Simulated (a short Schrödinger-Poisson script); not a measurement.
Symmetric double-gate stack, Si3N4 on p-type Si(100)

Stack: symmetric double-gate stack, Si3N4 on p-type Si(100), at 77 K.

```tsv
layer	material	thickness (nm)	Na (cm⁻³)
1	Si3N4	5.1	-
2	Si	8	4e17
3	Si3N4	5.1	-
```

Constants are typed, rounded textbook-type inputs, not results; the design itself was drawn at random and stands for no fabricated device. Si3N4: permittivity 7.5, conduction-band edge (eV) 1.95, gap (eV) 5.1, electron mass (mₑ) 0.5. Si: permittivity 11.7, conduction-band edge (eV) 0, gap (eV) 1.124, Nv at 300 K (cm⁻³) 3.1e19.

Channel valleys (confinement mass, in-plane density-of-states mass, number): Δ2 0.916, 0.19, 2; Δ4 0.19, 0.417, 4. At the gates, both at one voltage, the conduction-band edge of layer 1 lies 2.36 eV − eVg above the Fermi level of the channel. Gaps are held at their typed values at every temperature. Mesh 0.03 nm at interfaces.

From a short Schrödinger-Poisson script (our own, NumPy): 1D Poisson equation in equilibrium, electrons quantum, Hartree (BenDaniel-Duke, 12 states a valley, the channel's in-plane mass for all, wave functions free to enter the dielectric), parabolic valleys, classical holes, full ionisation, no traps, pinning or gate leakage.

```csv
Vg (V),electrons (cm⁻²),C (μF/cm²),Δ2 E0 (meV),Δ2 E1 (meV),Δ4 E0 (meV),Δ4 E1 (meV)
0.5,8.06e11,1.86,2.8,17.5,20.6,89.4
0.7,3.32e12,2.11,-8.7,0.2,9.7,70.9
0.9,6.00e12,2.19,-15.1,-9.7,5.3,60.9
1.1,8.76e12,2.23,-21.0,-17.5,2.3,53.4
1.3,1.16e13,2.26,-26.8,-24.6,-0.2,47.1
1.5,1.44e13,2.28,-32.7,-31.2,-2.4,41.5
1.7,1.72e13,2.29,-38.5,-37.6,-4.5,36.4
1.9,2.01e13,2.31,-44.3,-43.7,-6.5,31.6
```

Gate voltages with under 1e6 electrons/cm² are left out.

Subbands count from the Fermi level. The capacitance is that of both gates.
